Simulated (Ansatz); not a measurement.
Given:

```
La2O3
1.0
    3.93078     0.00000     0.00000
   -1.96539     3.40416     0.00000
    0.00000     0.00000     6.11195
La O
2 3
Direct
  0.66667   0.33333   0.75376
  0.33333   0.66667   0.24624
  0.66667   0.33333   0.35411
  0.33333   0.66667   0.64589
  0.00000   0.00000   0.00000
```

Space group of this cell: P-3m1. The cell is taken as given; by r2SCAN its mean pressure is 0.6 GPa.

Level of theory: r2SCAN (plane waves, PAW; Ansatz, an electronic-structure program).

The current runs along the normal of the first two printed vectors; no spin-orbit coupling. Scaled by the factor s: both lengths across the current (ions clamped). Meshes 12×12×6 and 12×12 across the current in all rows.

```
s     mean pressure (GPa)  band gap (eV)
----  -------------------  -------------
0.98                  7.4              ?
1.00                  0.6           4.22
1.02                 -4.9           4.12
```

Question: Take the slope of the band gap against ln s from the two given rows, extrapolate to s = 0.98, and say what the run there gives.

Answer: Slope = (4.12 − 4.22) / ln 1.02 = -5.05 eV. The line gives 4.22 + (-5.05) × ln 0.98 = 4.32 eV. The run gives 4.27 eV, 0.05 eV under the line, 51 % of the predicted step.
